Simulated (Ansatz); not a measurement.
Cubic perovskite CsPbF3, treated with BLYP (Ansatz, an electronic-structure program, PAW).

Numerical settings: plane-wave cutoff 520 eV, 8×8×8 k mesh, Fermi–Dirac smearing 0.01 eV, scalar-relativistic PAW data made under PBE.

Cell (relaxed at this level):

```
CsPbF3
1.0
    4.96374     0.00000     0.00000
    0.00000     4.96374     0.00000
    0.00000     0.00000     4.96374
Cs Pb F
1 1 3
Direct
  0.00000   0.00000   0.00000
  0.50000   0.50000   0.50000
  0.50000   0.00000   0.50000
  0.00000   0.50000   0.50000
  0.50000   0.50000   0.00000
```

**Question.** Estimate the bulk modulus, band gap, Γ–Γ gap and pressure derivative B′ of the bulk modulus that the calculation returns.

**Answer.** 
bulk modulus: 36.1 GPa
band gap: 3.18 eV
Γ–Γ gap: 7.65 eV
pressure derivative B′ of the bulk modulus: 4.8

Note: the cell is over a tenth larger than the published one: the level's own overestimate first of all, though another phase or state, or a fault of the published cell, is possible.

Spin–orbit coupling is not included; with these elements it can move the gap by several tenths of an eV or more.

Computed values are for the static lattice.
